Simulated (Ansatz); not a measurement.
Electronic density of states of amorphous Si₂₄Te₃₆, density 4.76 g/cm³, on a 2×2×2 Γ-centred mesh with a Gaussian width of 0.1 eV; energies count from the Fermi level, whose place inside the gap is arbitrary. Cell and mesh are small, so fine structure isn't converged. Calculation: PBE-D3(BJ), scalar-relativistic without spin-orbit coupling, PAW (Ansatz default set, large-core Te) (plane waves to 420 eV; Ansatz, an electronic-structure program). Sampling: a 2×2×2 Γ-centred mesh; Fermi-Dirac width 0.05 eV; no spin polarisation.

Preparation: random packing, a CHGNet melt and quench, and a DFT relaxation. The hot cell started wider than the set density and was brought back towards it in steps. It is the lowest in DFT energy of 4 quenches. It is a model cell: composition and starting density were chosen by hand, and all elements were melted together. The geometry includes D3(BJ) dispersion. Its density started from a set value of 4.78 and ended at 4.76 g/cm³. The simulated quench (nominally 40 K/ps over its main leg) is rapid and tends to freeze in more defects than a deposited or slowly cooled glass has. A cell of this size samples the disorder only roughly. The volume was free in the relaxation, at fixed shape. Stress components on the final sampling reach 0.9 GPa. On a 2×2×2 Γ-centred mesh force components of up to 0.17 eV/Å stay, since the relaxation ran on one k-point at (1/4, 1/4, 1/4).

(E - EF (eV), states/(eV atom)): (-12.00, 0.48); (-11.90, 0.58); (-11.80, 0.60); (-11.70, 0.52); (-11.60, 0.54); (-11.50, 0.57); (-11.40, 0.59); (-11.30, 0.57); (-11.20, 0.47); (-11.10, 0.36); (-11.00, 0.26); (-10.90, 0.26); (-10.80, 0.29); (-10.70, 0.36); (-10.60, 0.36); (-10.50, 0.29); (-10.40, 0.25); (-10.30, 0.22); (-10.20, 0.16); (-10.10, 0.04); (-10.00, 0.00); (-9.90, 0.01); (-9.80, 0.09); (-9.70, 0.17); (-9.60, 0.12); (-9.50, 0.21); (-9.40, 0.27); (-9.30, 0.17); (-9.20, 0.16); (-9.10, 0.15); (-9.00, 0.13); (-8.90, 0.19); (-8.80, 0.19); (-8.70, 0.15); (-8.60, 0.13); (-8.50, 0.22); (-8.40, 0.25); (-8.30, 0.19); (-8.20, 0.16); (-8.10, 0.17); (-8.00, 0.19); (-7.90, 0.19); (-7.80, 0.15); (-7.70, 0.11); (-7.60, 0.18); (-7.50, 0.31); (-7.40, 0.33); (-7.30, 0.24); (-7.20, 0.21); (-7.10, 0.20); (-7.00, 0.21); (-6.90, 0.25); (-6.80, 0.17); (-6.70, 0.14); (-6.60, 0.20); (-6.50, 0.27); (-6.40, 0.24); (-6.30, 0.19); (-6.20, 0.22); (-6.10, 0.16); (-6.00, 0.05); (-5.90, 0.01); (-5.80, 0.07); (-5.70, 0.18); (-5.60, 0.22); (-5.50, 0.19); (-5.40, 0.24); (-5.30, 0.28); (-5.20, 0.41); (-5.10, 0.54); (-5.00, 0.53); (-4.90, 0.49); (-4.80, 0.50); (-4.70, 0.54); (-4.60, 0.54); (-4.50, 0.57); (-4.40, 0.61); (-4.30, 0.63); (-4.20, 0.62); (-4.10, 0.56); (-4.00, 0.60); (-3.90, 0.68); (-3.80, 0.62); (-3.70, 0.61); (-3.60, 0.65); (-3.50, 0.69); (-3.40, 0.74); (-3.30, 0.77); (-3.20, 0.75); (-3.10, 0.75); (-3.00, 0.75); (-2.90, 0.72); (-2.80, 0.77); (-2.70, 0.76); (-2.60, 0.73); (-2.50, 0.67); (-2.40, 0.65); (-2.30, 0.66); (-2.20, 0.63); (-2.10, 0.63); (-2.00, 0.62); (-1.90, 0.60); (-1.80, 0.67); (-1.70, 0.64); (-1.60, 0.61); (-1.50, 0.62); (-1.40, 0.63); (-1.30, 0.66); (-1.20, 0.69); (-1.10, 0.69); (-1.00, 0.70); (-0.90, 0.64); (-0.80, 0.61); (-0.70, 0.63); (-0.60, 0.59); (-0.50, 0.49); (-0.40, 0.41); (-0.30, 0.32); (-0.20, 0.20); (-0.10, 0.04); (0.00, 0.01); (0.10, 0.04); (0.20, 0.10); (0.30, 0.21); (0.40, 0.31); (0.50, 0.32); (0.60, 0.32); (0.70, 0.47); (0.80, 0.56); (0.90, 0.62); (1.00, 0.60); (1.10, 0.54); (1.20, 0.59); (1.30, 0.61); (1.40, 0.61); (1.50, 0.60); (1.60, 0.63)

The gap on this mesh is 0.36 eV; the broadening fills part of it in the curve.
